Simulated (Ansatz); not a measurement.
Take ZnS in the zinc blende structure (space group F-43m, No. 216) as the base.

```yaml
crystal:
  lattice:
    - [0.00000, 2.69455, 2.69455]
    - [2.69455, 0.00000, 2.69455]
    - [2.69455, 2.69455, 0.00000]
  atoms:
    - { symbol: Zn, position: [0.00000, 0.00000, 0.00000] }
    - { symbol: S, position: [0.25000, 0.25000, 0.25000] }
```

The values are results of r2SCAN/PAW in Ansatz (a first-principles code), without spin-orbit coupling, not measurements.

```
level   band gap  lattice parameter a
------  --------  -------------------
r2SCAN   2.70 eV              5.389 Å
```

### Question
From these computed values, estimate the measured ones, and say how each level misses.

### Answer
Measured: band gap 3.94 eV (static lattice; corrected from measurement; as listed in Wei Chen et al., Physical Review Materials (2018)); lattice parameter a 5.41 Å (room temperature; as listed in Martin Albrecht, Beate Paulus, Hermann Stoll, Phys. Rev. B (1997)). Computed minus measured — band gap: r2SCAN -1.24 eV; lattice parameter a: r2SCAN -0.4 %. Measured values not marked as corrected hold thermal and zero-point effects that the static-lattice runs lack. A measured gap can be an optical one, lowered by exciton binding.

Whether these cells are dynamically stable was not tested.
